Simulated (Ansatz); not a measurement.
# What biaxial strain −1.20 %, plane normal [001], relaxed out of plane does to PbO2

Base system: PbO$_{2}$ in the rutile structure (space group P4_2/mnm, No. 136; a = 4.9983 Å, c = 3.4115 Å). Axes: x, y, z lie along a, b, c of the conventional cell.

Modification: biaxial strain −1.20 %, plane normal [001], relaxed out of plane (Cartesian); in-plane vectors clamped, the third vector and the atoms free.

Level of theory: PBEsol (Ansatz, a program for electronic structure), without spin-orbit coupling. Settings: 7×7×10 k-points, 0.05 eV Fermi–Dirac smearing.

```tsv
quantity	base	changed	shift
volume per atom	14.20 Å³	14.02 Å³	-0.18 Å³
shortest interatomic distance	2.174 Å	2.149 Å	-0.0256 Å
pressure (mean of the normal stresses, compression positive)	0.0 GPa	1.2 GPa	+1.2 GPa
band gap	zero	zero	–
out-of-plane strain (rough)	–	+1.13 %	–
mean in-plane stress (compression positive) (rough)	–	+1.8 GPa	–
```

Final structure (turned so that z lies along the plane normal):

```xyz
6
Lattice="4.9383 0.0000 0.0000 0.0000 4.9383 0.0000 0.0000 0.0000 3.4501" Properties=species:S:1:pos:R:3 pbc="T T T"
Pb     0.0000     0.0000     0.0000
Pb     2.4692     2.4692     1.7250
O      1.5195     1.5195     0.0000
O      3.9886     0.9497     1.7250
O      0.9497     3.9886     1.7250
O      3.4189     3.4189     0.0000
```

Without a gap, meshes like the base's 7×7×10 leave anisotropic stresses uncertain by several tenths of a GPa, and small strain energies with them. With Pb present, leaving out spin-orbit coupling can change the band edges. Whether these cells are dynamically stable was not tested. All final runs are without spin polarisation. Gaps under 0.05 eV, about the width of the smearing, are given as zero. The zero or small gap of PbO2 can change with the level of theory.
